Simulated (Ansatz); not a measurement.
A thin film of Ta in the bcc (W type) structure is deposited stress-free at 1000 K on a thick substrate of MgO (rock salt, Fm-3m) and cooled to 300 K. Take the in-plane direction as the cubic or basal-plane axis of each crystal, and these free lattice constants from the quasi-harmonic free energy on DFT at the PBEsol level (Ansatz, a first-principles code).

```
crystal  a at 300 K (Å)  a at 1000 K (Å)
-------  --------------  ---------------
Ta              3.28984          3.30857
MgO             4.23868          4.28606
```

 Spin-orbit coupling is not included. The runs of Ta (PBEsol) noted for some cells that some bands missed the eigensolver's tolerance; how far this moves their values was not measured.

What in-plane thermal strain does the film carry at 300 K, and is it tensile or compressive?

With logarithmic strains ln(a_hot/a_300): left free, the film would shrink by 0.568 % and the substrate by 1.112 %. The film is held to the substrate, so its strain is -0.544 %: compressive. Plastic relief and phase changes are ignored.

The PAW data sets were generated under PBE and serve the other functionals too.
